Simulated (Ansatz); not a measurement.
The reference is Ti (space group P6/mmm, No. 191; a = 4.5682 Å, c = 2.8264 Å; a cell from a computed database, its experimental status unchecked; relaxed with 0.1 eV smearing). Axes: x lies along a and z along c of the hexagonal cell.

The values are results of Ansatz (a first-principles code) r2SCAN, scalar-relativistic without spin-orbit coupling, earlier PAW set, not measurements.

It is then changed as follows: uniaxial strain ε_yy = +1.98 %, all other strain components held at zero, atoms relaxed at fixed cell.

Task: Predict the stress tensor and what it implies for the stiffness.

Result: Stress of the strained cell less that of the base (GPa, compression positive):
```
   -1.6     0.0     0.0
    0.0    -3.9     0.0
    0.0     0.0    -1.0
```

Then −Δσ_ii/ε with ε = 0.0198 gives secant stiffness values (nonlinear terms included at this strain): C22 ≈ 199 GPa, C12 ≈ 80 GPa and C23 ≈ 49 GPa.

As a check, the harmonic strain energy −½ V₀ Δσ:ε is 4.1 meV/atom; the computed energy rise is 4.2 meV/atom.

Whether these cells are dynamically stable was not tested. All final runs are without spin polarisation. This is not the structure that Ti has at room temperature and ambient pressure.
